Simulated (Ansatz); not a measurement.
The starting structures come from a database of crystals and need not be the phases stable at ambient conditions.

 Where the default PAW files enter, the runs use the earlier of Ansatz's two default sets.

Tunnelling through a barrier is set by its complex band structure: the current falls as exp(−2κd) with the smallest κ.

```
CELL_PARAMETERS angstrom
      5.16934     0.00000     0.00000
     -2.58467     4.76566     0.00000
      2.58467     1.40180     4.25165
ATOMIC_POSITIONS crystal
  Li 0.00000 0.50000 0.50000
  Ta 0.00000 0.00000 0.00000
  F  0.10636 0.75603 0.13903
  F  0.89364 0.24397 0.86097
  F  0.89506 0.75603 0.75461
  F  0.10494 0.24397 0.24539
  F  0.51064 0.75603 0.35033
  F  0.48936 0.24397 0.64967
```

Space group of this cell: R-3. The cell is taken as given; by r2SCAN its mean pressure is -0.7 GPa.

Transport runs along the normal of the first two printed cell vectors, the (101) plane of the conventional cell.

The gap is the functional's own. No spin-orbit coupling. Mid-gap values are interpolated on the energy grid.

Question: Estimate the band gap and the smallest decay constant κ at mid-gap that r2SCAN in Ansatz (a first-principles code) returns for this system.

Answer: Gap 7.06 eV on a 8×8×8 mesh; κ = 0.635 1/Å, at the zone centre.
